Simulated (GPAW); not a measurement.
**GPAW run on Cd (P6_3/mmc, 2 atoms in the cell): self-consistent single point**

Method of the run: PBE, GPAW PAW datasets PBE (gpaw-data 1.0.1) (plane waves; GPAW).

Input:

```python
from ase import Atoms
from ase.units import GPa
from gpaw import GPAW

atoms = Atoms(['Cd', 'Cd'],
              cell=[[1.501920, -2.601402, 0.000000],
                    [1.501920, 2.601402, 0.000000],
                    [0.000000, 0.000000, 5.664960]],
              scaled_positions=[[0.333333, 0.666667, 0.250000],
                                [0.666667, 0.333333, 0.750000]],
              pbc=True)

calc = GPAW(mode={'name': 'pw', 'ecut': 600},
            xc='PBE',
            kpts={'size': (13, 13, 6), 'gamma': True},
            occupations={'name': 'methfessel-paxton', 'width': 0.1, 'order': 0},
            nbands=-6,
            convergence={'density': 1e-05},
            symmetry={'symmorphic': False, 'tolerance': 0.0005},
            maxiter=150,
            txt='-')

atoms.calc = calc

energy = atoms.get_potential_energy()
print('Energy (eV):', round(energy, 6))
forces = atoms.get_forces()
print('Forces (eV/Ang):')
print(forces.round(5))
stress = atoms.get_stress()
print('Stress (GPa, Voigt):', (stress / GPa).round(4))
```

Output (repeated stretches shortened):

```
Input parameters:
  convergence: {density: 1e-05}
  kpts: {gamma: True,
         size: (13, 13, 6)}
  maxiter: 150
  mode: {ecut: 600,
         name: pw}
  nbands: -6
  occupations: {name: methfessel-paxton,
                order: 0,
                width: 0.1}
  symmetry: {symmorphic: False,
             tolerance: 0.0005}
  xc: PBE

species:
  Cd:
    name: Cadmium
    Z: 48.0
    valence: 12
    core: 36
    charge: 0.0
    file: Cd.PBE.gz

    # Using partial waves for Cd as LCAO basis

Reference energy: -304346.236673  # eV

Spin-paired calculation

Convergence criteria:
 Maximum [total energy] change in last 3 cyles: 0.0005 eV / valence electron
 Maximum integral of absolute [dens]ity change: 1e-05 electrons / valence electron
 Maximum integral of absolute [eigenst]ate change: 4e-08 eV^2 / valence electron
 Maximum number of scf [iter]ations: 150

Symmetries present (total): 24
Symmetries with fractional translations: 12
1014 k-points: 13 x 13 x 6 Monkhorst-Pack grid + [0.000000,0.000000,1/12]
84 k-points in the irreducible part of the Brillouin zone
       k-points in crystal coordinates                weights
   0:     0.00000000    0.00000000    0.00000000          1/1014
   1:     0.00000000    0.00000000    0.16666667          2/1014
   2:     0.00000000    0.00000000    0.33333333          2/1014
   [... 7 lines left out ...]
          ...
  83:     0.46153846    0.46153846    0.50000000          6/1014

Wave functions: Plane wave expansion
  Cutoff energy: 600.000 eV
  Number of coefficients (min, max): 1426, 1498
  Pulay-stress correction: 0.000000 eV/Ang^3 (de/decut=0.000000)

Occupation numbers: Methfessel-Paxton:
  width: 0.1000  # eV
  order: 0

Eigensolver

Densities:
  Coarse grid: 18*18*36 grid
  Fine grid: 36*36*72 grid
  Total Charge: 0.000000

Density mixing:
  Method: separate
  Backend: pulay
  Linear mixing parameter: 0.05
  old densities: 5
  Damping of long wavelength oscillations: 50

Hamiltonian:
  XC and Coulomb potentials evaluated on a 36*36*72 grid
  External potential:
    NoExternalPotential

XC parameters: PBE with 2 nearest neighbor stencil

Number of atoms: 2
Number of atomic orbitals: 18
Number of bands in calculation: 18
Number of valence electrons: 24
Bands to converge: occupied

Density initialized from atomic densities
  18 bands from LCAO basis set

Atomic positions and initial magnetic moments

Positions:
   0 Cd     1.501920    0.867136    1.416240    ( 0.0000,  0.0000,  0.0000)
   1 Cd     1.501920   -0.867136    4.248720    ( 0.0000,  0.0000,  0.0000)

Unit cell:
           periodic     x           y           z      points  spacing
  1. axis:    yes    1.501920   -2.601402    0.000000    18     0.1445
  2. axis:    yes    1.501920    2.601402    0.000000    18     0.1445
  3. axis:    yes    0.000000    0.000000    5.664960    36     0.1574

  Lengths:   3.003840   3.003840   5.664960
  Angles:   90.000000  90.000000 120.000005

Effective grid spacing dv^(1/3) = 0.1560

     iter     time        total  log10-change:
                         energy   eigst   dens
iter:   1 --:--:--    -1.970528
iter:   2 --:--:--    -1.957578   -2.02  -1.46
iter:   3 --:--:--    -1.974255   -1.51  -1.48
iter:   4 --:--:--    -1.937057   -3.61  -1.97
iter:   5 --:--:--    -1.896935   -2.35  -2.06
iter:   6 --:--:--    -1.889755   -3.33  -2.48
iter:   7 --:--:--    -1.889912c  -5.21  -2.87
iter:   8 --:--:--    -1.889074c  -4.59  -2.82
iter:   9 --:--:--    -1.889056c  -5.68  -3.67
iter:  10 --:--:--    -1.889056c  -7.32  -4.27
iter:  11 --:--:--    -1.889056c  -8.20c -4.31
iter:  12 --:--:--    -1.889056c  -7.71c -4.42
iter:  13 --:--:--    -1.889056c  -9.46c -4.45
iter:  14 --:--:--    -1.889056c  -7.51c -4.47
iter:  15 --:--:--    -1.889056c  -8.00c -4.49
iter:  16 --:--:--    -1.889056c  -9.02c -4.98
iter:  17 --:--:--    -1.889056c -10.03c -5.60c

Converged after 17 iterations.

Dipole moment: (0.000000, 0.000000, -0.000000) |e|*Ang

Energy contributions relative to reference atoms: (reference = -304346.236673)

Kinetic:        +10.247108
Potential:       -7.357179
External:        +0.000000
XC:              -4.996705
Entropy (-ST):   -0.003003
Local:           +0.219220
SIC:             +0.000000
--------------------------
Free energy:     -1.890557
Extrapolated:    -1.889056

Showing only first 2 kpts
 Kpt  Band  Eigenvalues  Occupancy
  0    10     -0.99900    2.00000
  0    11      4.39233    2.00000
  0    12      4.46884    2.00000
  0    13     17.62393    0.00000

  1    10     -1.01141    2.00000
  1    11      2.72382    2.00000
  1    12      6.40369    2.00000
  1    13     16.13210    0.00000

Fermi level: 7.43175

No gap
No difference between direct/indirect transitions
Energy (eV): -1.889056

Forces in eV/Ang:
  0 Cd   -0.00000    0.00000    0.00000
  1 Cd   -0.00000    0.00000   -0.00000

Stress tensor:
    -0.005956    -0.000000     0.000000
    -0.000000    -0.005956     0.000000
     0.000000     0.000000    -0.003609
Stress (GPa, Voigt): [-0.9543 -0.9543 -0.5782  0.      0.     -0.    ]
```

The run converged in 17 iterations. GPAW prints stress with tension positive.

The starting cell has typed, rounded lattice constants, without a prior relaxation at this level. Its lattice was rescaled by a random factor within 2.5 % of one.
